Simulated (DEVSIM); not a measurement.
Structure: Pt/SiO2/p-Ge capacitor, at 350 K.

Layer 1 from the left is SiO2, thickness (nm) 1.40. Layer 2 from the left is Ge, thickness (nm) 880, Na (cm⁻³) 4.6e17.

Metal gate on the left, work function 5.6 eV. Fixed charge at the semiconductor interface 5.8e10 cm⁻² (in units of +e); no interface traps.

Constants are typed, rounded textbook-type inputs, not results; the design itself was drawn at random and stands for no fabricated device. Values at 300 K; Nc and Nv go as T^1.5, mobilities as T to minus their exponent, the gap by Varshni's rule with the affinity fixed.

SiO2: gap (eV) 9, affinity (eV) 0.9, permittivity 3.9. Ge: gap (eV) 0.664, affinity (eV) 4, permittivity 16, Nc (cm⁻³) 1.04e19, Nv (cm⁻³) 6e18, Varshni α (eV/K) 0.000477, Varshni β (K) 235.

Q: Estimate by hand the flat-band voltage, the threshold voltage, and compare with a numerical solution.

A: 
- Flat-band voltage: C = 2.47 μF/cm², work-function difference 1.040 V; VFB = φms − qNf/C = 1.04 V; numerical 1.04 V.
- Threshold voltage: φF = 0.229 V, depletion charge √(4εqNφF) = 3.10e-7 C/cm²; VT = VFB + 2φF + Qd/C = 1.62 V; numerical 1.62 V.

Simulated with DEVSIM: 1D Poisson equation in equilibrium, Boltzmann statistics, complete ionisation; no quantum confinement or tunnelling. Metal contacts follow the ideal Schottky-Mott rule: no Fermi-level pinning, no interface dipoles.
